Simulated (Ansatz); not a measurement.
# Cr3Ru (Pm-3n, No. 223, 8 atoms in the cell; start mp-1272)

Calculation: PBEsol in Ansatz (PAW).

Run with plane-wave cutoff 520 eV, 12×12×12 k mesh, Fermi–Dirac smearing 0.05 eV, no spin polarisation, scalar-relativistic PAW data made under PBE.

Cell (relaxed at this level):

Cr3Ru is modelled in the cubic space group Pm-3n (No. 223), the A15 (Cr3Si type) structure, Pearson symbol cP8. Conventional cell: a = b = c = 4.572 Å, α = β = γ = 90.00°. Cr on 6c sees 2 Cr at 2.286 Å and 8 Cr at 2.800 Å and 4 Ru at 2.556 Å. Ru on 2a is coordinated by 12 Cr at 2.556 Å. (Neighbours: up to the widest gap in distance over summed covalent radii, below 1.35, at either atom.)

```json
{
  "bulk modulus B0": "290 GPa"
}
```

Note: the run has no spin polarisation, so it can have missed a magnetic state; the bulk modulus is −V dP/dV from two relaxed cells at ±2 % in volume; the relaxation could not lower the start's symmetry, so the cell can be a saddle point above a distorted one.

A start named mp-… is a Materials Project structure, which need not be a measured phase.

Ansatz is an electronic-structure program.
